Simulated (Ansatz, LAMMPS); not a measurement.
# Si well of 8 atomic layers along [001] in random Si0.7Ge0.3, interfaces sharp

Cell 16.67 × 16.67 × 44.16 Å, Si445Ge131, 576 atoms. Prepared with Tersoff's 1989 multicomponent potential (SiCGe.tersoff) run with LAMMPS: minimisation. 

That structure was relaxed on with PBE, support functions at accuracy medium on the grid of 370 eV (Ansatz, an electronic-structure program). Basis: localised support functions (accuracy medium) on a full density matrix. k-points: zone centre alone; occupations: Fermi-Dirac, 0.010 eV; spin polarisation not allowed. No spin-orbit coupling.

Q: What does DFT change in the classical structure?

A: The energy falls by 0.3 meV an atom over 3 steps; atoms move by 0.012 Å root mean square, 0.03 Å at most.
```tsv
quantity	classical minimum	after DFT steps
4-fold atoms (%)	100.0	100.0
spread of bond angles (°)	0.9	1.1
```
